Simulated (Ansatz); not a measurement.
System: interstitial La in monoclinic HfO2 (charge state +3). Level of theory: PBE, PAW (plane waves to 420 eV; Ansatz, a program for electronic structure).

Cell of 96 host sites held at the relaxed PBE lattice; the Γ point alone; Fermi-Dirac width 0.01 eV, spin-restricted; finite-size errors left in. No zero-point or tunnelling terms. Spin-orbit coupling is left out. The charge state is imposed; whether it is stable for some Fermi level was not computed. Sites that were not tried may lie lower.

Barriers: single points on a 2×2×2 k-point mesh shifted by half a step at the bands' geometries.

A. several atoms move together, La the farthest; the atom moves 3.53 Å along (0.00, 0.44, 0.50) of the unit cell; the moving atom starts with neighbours Hf at 2.72; O at 2.19, O at 2.21, O at 2.29, 2 O at 2.32, O at 2.61, O at 2.70 Å and ends with Hf at 2.72; O at 2.19, O at 2.21, O at 2.29, 2 O at 2.32, O at 2.61, O at 2.70 Å; saddle order inconclusive.
B. one La atom jumps by itself; the atom moves 1.22 Å along (0.22, -0.06, 0.11) of the unit cell; the moving atom starts with neighbours Hf at 2.72; O at 2.19, O at 2.21, O at 2.29, 2 O at 2.32, O at 2.61, O at 2.70 Å and ends with Hf at 2.72; O at 2.19, O at 2.21, O at 2.29, 2 O at 2.32, O at 2.61, O at 2.70 Å; saddle order inconclusive, on a symmetry element.

A band can be held on a symmetry element, so unchecked saddle points there may be too high.

Question: Order them by forward barrier (lowest first) at the level PBE, PAW.

Answer: B (0.43 eV), A (3.72 eV)
